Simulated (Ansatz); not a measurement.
Base system: WS2 in the 2H-MoS2 type structure (space group P6_3/mmc, No. 194; a = 3.115 Å, c = 11.773 Å; layered, stacked along the Cartesian z axis).

The change: hydrostatic tension (pressure −2 GPa).

Levels (all Ansatz, a program for electronic structure, PAW): PBEsol-D3(BJ) (420 eV, no spin-orbit coupling); PBEsol+SOC (420 eV, with spin-orbit coupling).

The geometry is relaxed with PBEsol-D3(BJ).

| Quantity | Result |
|---|---|
| PBEsol-D3(BJ) lowest conduction level above the VBM at special points | K 1.28 eV; H 1.28 eV; A 2.27 eV; Γ 2.28 eV |
| PBEsol-D3(BJ) gap character | indirect, Γ → K–Γ (44 % along) |
| PBEsol-D3(BJ) smallest direct gap | 1.88 eV |
| PBEsol-D3(BJ) hole mass | 0.86 mₑ along c, 0.54 mₑ across (at Γ) |

What does PBEsol+SOC give at this geometry for the lowest conduction level above the VBM at special points, gap character, smallest direct gap and hole mass?

The lowest conduction level above the VBM at special points changes from K 1.28 eV; H 1.28 eV; A 2.27 eV; Γ 2.28 eV to K 1.19 eV; H 1.21 eV; A 2.18 eV; Γ 2.15 eV; the gap character is still indirect, Γ → K–Γ (44 % along); the smallest direct gap decreases by 0.19 eV, from 1.88 eV to 1.69 eV; the hole mass changes from 0.86 mₑ along c, 0.54 mₑ across (at Γ) to 0.85 mₑ along c, 0.54 mₑ across (at Γ).

Single points use the geometry relaxed with PBEsol-D3(BJ). The spin-orbit shifts are approximate. With W present, leaving out spin-orbit coupling can change the band edges. Load acts through the strain it causes; cell and atoms are relaxed under it. Masses are band curvatures over ±0.01 Å⁻¹ around the edge. Stability against distortions was not tested.
